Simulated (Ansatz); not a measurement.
Start from GaN in the rock salt structure (space group Fm-3m, No. 225).

```
GaN
1.0
    0.00000     2.10973     2.10973
    2.10973     0.00000     2.10973
    2.10973     2.10973     0.00000
Ga N
1 1
Direct
  0.00000   0.00000   0.00000
  0.50000   0.50000   0.50000
```

All numbers come from PBEsol (Ansatz, a quantum-chemistry and plane-wave program, PAW, no SOC).

For the base:

| Quantity | Result |
|---|---|
| Lattice parameter a | 7.974 bohr |
| Gap character | indirect, K–Γ (52 % along) → X |
| Band gap | 0.54 eV |
| Smallest direct gap | 2.80 eV |

One thing is altered: hydrostatic tension (pressure −1 GPa).

How does this affect the lattice parameter a, gap character, band gap and smallest direct gap?

The lattice parameter a goes up by 0.0117 bohr to 7.985 bohr; the gap character stays indirect, K–Γ (52 % along) → X; the band gap drops by 0.03 eV, from 0.54 eV to 0.51 eV; the smallest direct gap decreases by 0.055 eV (2.80 eV → 2.75 eV).

Load acts through the strain it causes; cell and atoms are relaxed under it. Stability against distortions was not tested. This is not the structure that GaN has at room temperature and ambient pressure.
